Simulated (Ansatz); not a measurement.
Band structure of BaSrI4 (R-3m, 6 atoms in the cell).

```xyz
6
Lattice="2.9350 1.6945 9.3638 -2.9350 1.6945 9.3638 0.0000 -3.3891 9.3638" Properties=species:S:1:pos:R:3 pbc="T T T"
Ba     0.0000     0.0000     0.0000
Sr     0.0000     0.0000    14.0457
I      0.0000     0.0000    17.4954
I      0.0000     0.0000    10.5960
I      0.0000     0.0000    24.4650
I      0.0000     0.0000     3.6264
```

Method of the run: PBEsol, PAW files made with PBE (plane waves; Ansatz, a quantum-chemistry and plane-wave program).

Settings: basis.ecutwfc = 420 eV; kpoints.mp_grid.grid = 3 3 3; hamiltonian.xc = pbesol; hamiltonian.pseudopotentials = {kind: paw} (the program's default PAW files); scf.occupations.method = fixed; kpoints.band_path.path = [[0.0, 0.0, 0.0], [0.5, 0.0, 0.0], [0.5, 0.18849902, -0.18849902]]; kpoints.band_path.npoints = 8.

The starting cell comes from a database of computed structures (which also holds hypothetical and non-ambient phases and stackings), without a prior relaxation at this level. Spin-orbit coupling is off.

Q: Predict the gap along the standard path and the places of the band edges.

A: The gap along the path is 3.63 eV, from a point between L and B1 to Γ; the smallest direct gap on it is 3.84 eV.

Levels in eV from the top of the valence band on the path, bands 41 to 48:
```json
[
 {"point": "Γ", "41": "-1.00", "42": "-0.25", "43": "-0.20", "44": "-0.20", "45": "3.63", "46": "3.95", "47": "3.95", "48": "4.54"},
 {"point": "L", "41": "-0.48", "42": "-0.38", "43": "-0.35", "44": "-0.18", "45": "4.01", "46": "4.22", "47": "4.55", "48": "4.81"},
 {"point": "B1", "41": "-0.57", "42": "-0.33", "43": "-0.07", "44": "-0.04", "45": "4.08", "46": "4.21", "47": "4.75", "48": "4.81"}
]
```

Keys are those of Ansatz 0.2.
